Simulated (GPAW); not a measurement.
Checking a run of GPAW on HfGeTe (P4/nmm, 6 atoms in the cell). The aim is a self-consistent single point with DFT PBEsol, plane waves, GPAW PAW datasets PBEsol (made by gpaw-setup).

Cell that was meant: a = 3.8700 Å, b = 3.8700 Å, c = 8.5000 Å, α = 90.00°, β = 90.00°, γ = 90.00°.

Part of the input:

```python
                                [0.500000, 0.500000, 0.000000]],
              pbc=True)

calc = GPAW(mode=PW(150),
            xc='PBEsol',
            kpts={'size': (5, 5, 2), 'gamma': True},
            occupations={'name': 'methfessel-paxton', 'width': 0.136, 'order': 1},
```

Log, with long lists cut:

```
Input parameters:
  kpts: {gamma: True,
         size: (5, 5, 2)}
  maxiter: 150
  mode: {ecut: 150.0,
         name: pw}
  nbands: -10
   [... lines left out ...]
   5 Ge     1.935000    1.935000    0.000000    ( 0.0000,  0.0000,  0.0000)

Unit cell:
           periodic     x           y           z      points  spacing
  1. axis:    yes    3.870000    0.000000    0.000000    12     0.3225
  2. axis:    yes    0.000000    3.870000    0.000000    12     0.3225
  3. axis:    yes    0.000000    0.000000    8.500000    25     0.3400

  Lengths:   3.870000   3.870000   8.500000
  Angles:   90.000000  90.000000  90.000000

Effective grid spacing dv^(1/3) = 0.3282
     iter     time        total  log10-change:
                         energy   eigst   dens
iter:   1 --:--:--   -36.595621
iter:   2 --:--:--   -36.304168   -2.59  -1.15
iter:   3 --:--:--   -35.966813   -1.98  -1.19
iter:   4 --:--:--   -36.000544   -1.89  -1.30
iter:   5 --:--:--   -35.925530   -2.24  -1.48
iter:   6 --:--:--   -35.905878   -2.95  -1.85
iter:   7 --:--:--   -35.863255   -2.73  -2.01
iter:   8 --:--:--   -35.865107   -3.76  -2.55
iter:   9 --:--:--   -35.863322c  -4.17  -2.52
iter:  10 --:--:--   -35.862537c  -4.24  -2.80
iter:  11 --:--:--   -35.862592c  -5.20  -3.49
iter:  12 --:--:--   -35.862526c  -6.31  -3.56
iter:  13 --:--:--   -35.862524c  -6.53  -3.60
iter:  14 --:--:--   -35.862548c  -6.45  -3.74
iter:  15 --:--:--   -35.862534c  -6.50  -3.66
iter:  16 --:--:--   -35.862522c  -6.23  -3.85
iter:  17 --:--:--   -35.862520c  -7.36  -4.07c
iter:  18 --:--:--   -35.862522c  -7.94c -4.09c
Converged after 18 iterations.

Dipole moment: (-0.000000, -0.000000, -0.000000) |e|*Ang

Energy contributions relative to reference atoms: (reference = -1303060.087668)

Kinetic:        +76.493619
Potential:      -71.943431
External:        +0.000000
XC:             -42.252961
Entropy (-ST):   -0.008549
Local:           +1.845950
SIC:             +0.000000
--------------------------
Free energy:    -35.865372
Extrapolated:   -35.862522

Showing only first 2 kpts
 Kpt  Band  Eigenvalues  Occupancy
  0    20      8.72778    2.00000
  0    21      9.24082    2.00000
  0    22      9.84531    0.13679
  0    23      9.86034    0.05568

  1    20      8.84948    2.00000
  1    21      8.84948    2.00000
  1    22     10.03171   -0.01613
  1    23     10.28358   -0.00000

   [... lines left out ...]
Fermi level: 9.76009
No gap
   [... lines left out ...]
  1 Hf    0.00000    0.00000   -0.80352
  2 Te    0.00000    0.00000    0.21832
  3 Te    0.00000    0.00000   -0.21832
  4 Ge    0.00000    0.00000    0.00000
  5 Ge    0.00000    0.00000    0.00000

Stress tensor:
     0.020600     0.000000     0.000000
     0.000000     0.020600     0.000000
     0.000000     0.000000     0.008631
Stress (GPa, Voigt): [3.3005 3.3005 1.3829 0.     0.     0.    ]
```

Question: Can these results be used? Check the input.

Answer: The run is not sound. The fault is a basis or grid far too coarse for these potentials. Far below the cutoff that the potentials were made for, the basis cannot represent the orbitals near the nuclei, and energies, forces and above all the stress go wrong. To fix it, restore the cutoff that the potentials need and check convergence. The run converged in 18 iterations without an error; against the sound input the free energy rises by 289 meV/atom, the pressure goes from -2.03 to -2.66 GPa and the largest force goes from 0.745 to 0.804 eV/Å.

An input that runs soundly differs in these lines (not the only fix; some lines may just follow from the change or write a value another way):
```diff
-calc = GPAW(mode=PW(150),
+calc = GPAW(mode=PW(550),
```

With that input, the run converged in 23 iterations: free energy E − TS (from the program's reference atoms) -37.6000 eV; Fermi level (on the code's own zero) 9.72 eV; pressure -2.03 GPa; largest force (vector length) 0.745 eV/Å (DFT PBEsol, plane waves, GPAW PAW datasets PBEsol (made by gpaw-setup)).

On the sound input: the starting cell comes from a database of published, mostly measured structures (it also holds non-ambient and calculated ones), without a prior relaxation at this level. Spin-orbit coupling is off. Without a gap this mesh is coarse (it stands for a supercell whose shortest vector is 17 Å).
